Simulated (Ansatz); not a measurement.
## A computed series for HfC: response to strain

Consider HfC in the rock salt structure (space group Fm-3m, No. 225; relaxed with 0.1 eV smearing).

```yaml
crystal:
  lattice:
    - [0.00000, 2.30353, 2.30353]
    - [2.30353, 0.00000, 2.30353]
    - [2.30353, 2.30353, 0.00000]
  atoms:
    - { symbol: Hf, position: [0.00000, 0.00000, 0.00000] }
    - { symbol: C, position: [0.50000, 0.50000, 0.50000] }
```

Cartesian axes are those of the cell as printed.

Strains are applied to the cell and any free atomic positions relax; under biaxial strain the out-of-plane vector relaxes too.

Calculations: Ansatz (a quantum-chemistry and plane-wave program) PBEsol, no spin-orbit coupling.

Notes on the quantities. in-plane stress: mean in-plane stress (compression positive).

```csv
variant,volume per atom,in-plane stress
base,12.22 Å³,–
"biaxial strain −3.00 %, plane normal [001], relaxed out of plane",___,+21.5 GPa
"biaxial strain −2.50 %, plane normal [001], relaxed out of plane",___,+17.4 GPa
"biaxial strain −2.00 %, plane normal [001], relaxed out of plane",11.83 Å³,+13.5 GPa
"biaxial strain −1.00 %, plane normal [001], relaxed out of plane",12.03 Å³,+6.4 GPa
"biaxial strain −0.50 %, plane normal [001], relaxed out of plane",12.12 Å³,+3.1 GPa
"biaxial strain +0.50 %, plane normal [001], relaxed out of plane",12.32 Å³,-2.9 GPa
"biaxial strain +1.50 %, plane normal [001], relaxed out of plane",___,-8.3 GPa
"biaxial strain +2.50 %, plane normal [001], relaxed out of plane",12.72 Å³,-13.1 GPa
"biaxial strain +3.00 %, plane normal [001], relaxed out of plane",12.83 Å³,-15.2 GPa
```

### Question
Some entries are withheld; estimate them.

### Answer

- biaxial strain −3.00 %, plane normal [001], relaxed out of plane, volume per atom: 11.64 Å³
- biaxial strain −2.50 %, plane normal [001], relaxed out of plane, volume per atom: 11.73 Å³
- biaxial strain +1.50 %, plane normal [001], relaxed out of plane, volume per atom: 12.52 Å³

Whether these cells are dynamically stable was not tested. The final runs are not spin-polarised.
